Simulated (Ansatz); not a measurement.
Take ZnInGaO$_{4}$ (space group R3m, No. 160; a = 3.315 Å, c = 25.754 Å (hexagonal axes)) as the base.

The values are results of PBEsol, PAW, 420 eV (Ansatz, a first-principles code; no spin-orbit coupling), earlier PAW set, not measurements.

One change was made to it. Results:

```csv
quantity,base,after
band gap,1.17 eV,1.22 eV
volume per atom,11.67 Å³,11.53 Å³
width of the top valence band,0.50 eV,0.52 eV
```

Q: Which of these changes matches the shifts?
A) pressure 2.1 GPa
B) pressure 30 GPa
C) pressure 22.5 GPa
D) pressure 15 GPa
E) pressure 4.5 GPa

A: A, pressure 2.1 GPa. For comparison, the band gap in the other runs: pressure 15 GPa gives 1.45 eV; pressure 22.5 GPa gives 1.58 eV; pressure 4.5 GPa gives 1.27 eV; pressure 30 GPa gives 1.69 eV.

Load acts through the strain it causes; cell and atoms are relaxed under it. Whether these cells are dynamically stable was not tested. No other phases were tried under pressure.
